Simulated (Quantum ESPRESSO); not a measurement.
# Short convergence ladders for CrO2 (Cmm2, 6 atoms in the cell)

```
CELL_PARAMETERS angstrom
      3.14104     3.14104     0.00000
     -3.14104     3.14104     0.00000
      0.00000     0.00000     2.93460
ATOMIC_POSITIONS crystal
  Cr 0.00000 0.00000 0.01704
  Cr 0.50000 0.50000 0.50000
  O  0.30300 0.30300 0.00000
  O  0.80300 0.19700 0.50000
  O  0.19700 0.80300 0.50000
  O  0.69700 0.69700 0.00000
```
Moments meant for the start (each program seeds them in its own way; μB, in the order of the atoms Cr Cr O O O O): 2.5 2.5 0.0 0.0 0.0 0.0.

Base method: PBEsol, SSSP 1.1.2 efficiency (PBE) pseudopotentials (plane waves; Quantum ESPRESSO 7.5).

Base settings: ecutwfc = 55 Ry; ecutrho = 440 Ry; occupations = smearing; smearing = fd; degauss = 0.0073499 Ry; nspin = 2; input_dft = pbesol; potentials = {Cr: cr_pbe_v1.5.uspp.F.UPF, O: O.pbe-n-kjpaw_psl.0.1.UPF}; K_POINTS = automatic 3 3 4 0 0 0; conv_thr = 1e-10 Ry.

The count of work is k-points × plane waves × bands × iterations; it is no time. Core times come from one kind of shared machine, to one figure; runs under 30 s give none.

**The cutoff for other potential files**

Level: DFT, PBEsol, plane waves, PseudoDojo standard norm-conserving (PBESOL) pseudopotentials.

In this ladder: ecutrho = default; input_dft = default; pseudopotentials = {Cr: Cr.upf, O: O.upf}.

The mesh stays at the base's, so the ladder's end is converged at best in this setting alone.

Only quantities that move along the ladder and can be compared are tabulated.

```tsv
ecutwfc	free energy less the last step's (meV/atom)	pressure (GPa)	largest difference of a force vector from the last step's (eV/Å)	count of work / last
43 Ry	3959.11	-239.26	0.592	0.11
52 Ry	1190.15	-109.52	0.148	0.14
66 Ry	120.19	-26.67	0.035	0.20
81 Ry	4.15	-10.55	0.001	0.29
95 Ry	0.40	-9.62	0.000	0.37
142 Ry	0.11	-9.61	0.000	0.61
190 Ry	0.00	-9.61	0.000	1.0
```

Coarsest ecutwfc that holds the pressure within 0.05 GPa of the last step, with all finer ones: 95 Ry, at 0.37 of the last step's count of work; the step before is off by 0.94 GPa.

Coarsest ecutwfc that holds the free energy within 5 meV/atom of the last step, with all finer ones: 81 Ry, at 0.29 of the last step's count of work; the step before is off by 120 meV/atom.

Coarsest ecutwfc that holds the forces within 0.005 eV/Å of the last step, with all finer ones: 81 Ry, at 0.29 of the last step's count of work; the step before is off by 0.035 eV/Å.

At the lowest cutoff the pressure lies 230 GPa under the last step's, the usual sign of Pulay stress in an incomplete plane-wave basis.

**The density cutoff**

The second cell is the first with its lattice scaled by 0.98.

The mesh stays at the base's, so the ladder's end is converged at best in this setting alone.

Only quantities that move along the ladder and can be compared are tabulated.

| ecutrho | free energy less the last step's (meV/atom) | energy of the compressed cell less the first (meV/atom) | pressure (GPa) | largest difference of a force vector from the last step's (eV/Å) | core time / last (rough) |
|---|---|---|---|---|---|
| 110 Ry | -41.93 | -1.18 | -5.96 | 0.013 | – |
| 165 Ry | 0.01 | -6.80 | -9.51 | 0.001 | 0.4 |
| 220 Ry | -0.24 | -6.77 | -9.48 | 0.001 | 0.5 |
| 330 Ry | 0.02 | -6.81 | -9.51 | 0.001 | 0.6 |
| 440 Ry | -0.23 | -6.79 | -9.56 | 0.000 | 0.5 |
| 550 Ry | 0.02 | -6.82 | -9.52 | 0.000 | 0.6 |
| 880 Ry | 0.00 | -6.82 | -9.53 | 0.000 | 1 |

Coarsest ecutrho that holds the pressure within 0.5 GPa of the last step, with all finer ones: 165 Ry, at about 0.4 of the last step's time; the step before is off by 3.6 GPa.

Coarsest ecutrho that holds the free energy within 0.5 meV/atom of the last step, with all finer ones: 165 Ry, at about 0.4 of the last step's time; the step before is off by 42 meV/atom.

Coarsest ecutrho that holds the forces within 0.01 eV/Å of the last step, with all finer ones: 165 Ry, at about 0.4 of the last step's time; the step before is off by 0.013 eV/Å.

On the base run: the starting cell has typed, rounded lattice constants, without a prior relaxation at this level. Its lattice was rescaled by up to half a per cent. One atom was moved a little off its site on purpose. The magnetic order is the one reached from the typed start; others were not searched systematically. In the base run, with a pressure of about -10 GPa the cell is away from its equilibrium volume at this level. Without a gap this mesh is coarse (it stands for a supercell whose shortest vector is 12 Å).
